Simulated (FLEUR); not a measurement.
Band structure of NaCd3 (Fm-3m, 4 atoms in the cell).

```
NaCd3
1.0
    0.00000     3.53941     3.53941
    3.53941     0.00000     3.53941
    3.53941     3.53941     0.00000
Na Cd
1 3
Direct
  0.00000   0.00000   0.00000
  0.25000   0.25000   0.25000
  0.75000   0.75000   0.75000
  0.50000   0.50000   0.50000
```

Method of the run: LDA (Perdew-Zunger), all-electron FLAPW (FLEUR), scalar-relativistic valence in FLEUR.

Settings: Kmax = 3.8 1/bohr; GmaxXC = 15.2 1/bohr; xcFunctional = pz; jspins = 1; l_soc = F; mode = hist; fermiSmearingEnergy = 0.00367493 Htr; mesh (inpgen div1-3) = 8 8 8; inpgen gamma flag = true; Gmax = 15.2 1/bohr; numbands = 0; maxIterBroyd = 15; imix = Anderson; alpha = 0.05.

The starting cell comes from a database of computed structures (which also holds hypothetical and non-ambient phases and stackings), without a prior relaxation at this level. Values depend on the basis (sphere radii, cutoffs, local orbitals), which need not be converged.

Levels in eV from the Fermi level, bands 28 to 35:
```json
[
 {"point": "Γ", "28": "-8.25", "29": "-7.74", "30": "1.13", "31": "2.01", "32": "2.01", "33": "2.01", "34": "3.08", "35": "3.08"},
 {"point": "X", "28": "-8.12", "29": "-4.48", "30": "-4.17", "31": "-1.21", "32": "-1.15", "33": "-1.15", "34": "1.71", "35": "7.42"},
 {"point": "W", "28": "-8.08", "29": "-3.88", "30": "-3.67", "31": "-3.67", "32": "-2.02", "33": "2.94", "34": "2.94", "35": "4.09"},
 {"point": "K", "28": "-8.13", "29": "-4.23", "30": "-4.07", "31": "-3.21", "32": "-0.65", "33": "0.39", "34": "3.61", "35": "5.51"},
 {"point": "L", "28": "-8.17", "29": "-5.35", "30": "-4.84", "31": "1.02", "32": "1.04", "33": "1.04", "34": "2.60", "35": "2.60"},
 {"point": "U", "28": "-8.13", "29": "-4.23", "30": "-4.07", "31": "-3.21", "32": "-0.65", "33": "0.39", "34": "3.61", "35": "5.51"}
]
```
